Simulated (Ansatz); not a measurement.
Base system: GaN in the wurtzite structure (space group P6_3mc, No. 186; a = 3.1518 Å, c = 5.1383 Å).

Level of theory: plane-wave PAW DFT at the LDA level (Ansatz, a first-principles code, 420 eV), no spin-orbit coupling.

For the base:

- Band gap = 2.13 eV
- Pressure = 0.00 GPa
- Valence-band top at Γ = 0.00, 0.00, -0.05 eV

Perturbation: every lattice vector is shortened by 3.00 %; the atoms relax in the strained cell.

Q: What does the calculation give for the band gap, pressure and valence-band top at Γ after the change?

A: The band gap rises by 0.61 eV to 2.74 eV; the pressure (mean of the normal stresses, compression positive) goes from zero to 22.57 GPa; the valence-band top at Γ (three highest levels, from the VBM) goes from 0.00, 0.00, -0.05 eV to 0.00, 0.00, -0.07 eV.

Stability against distortions was not tested.
